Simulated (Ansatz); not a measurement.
Consider SiC (space group P6_3mc, No. 186; a = 3.078 Å, c = 10.076 Å).

The values are results of PBEsol (Ansatz, an electronic-structure program), scalar-relativistic without spin-orbit coupling, earlier PAW set, not measurements.

One change was made to it. Results:

```json
[
 {"quantity": "lattice parameter a", "base": "3.078 Å", "after": "3.048 Å"},
 {"quantity": "smallest direct gap", "base": "3.25 eV", "after": "3.26 eV"},
 {"quantity": "width of the top valence band", "base": "2.47 eV", "after": "2.52 eV"},
 {"quantity": "c/a ratio", "base": "3.273", "after": "3.273"}
]
```

Which change produced these results?
(A) pressure 7 GPa
(B) pressure 15 GPa
(C) pressure 75 GPa
(D) pressure 100 GPa
(E) pressure −2 GPa

A, pressure 7 GPa. For comparison, the lattice parameter a in the other runs: pressure −2 GPa gives 3.087 Å; pressure 100 GPa gives 2.816 Å; pressure 15 GPa gives 3.017 Å; pressure 75 GPa gives 2.861 Å.

Load acts through the strain it causes; cell and atoms are relaxed under it. Stability against distortions was not tested. No other phases were tried under pressure.
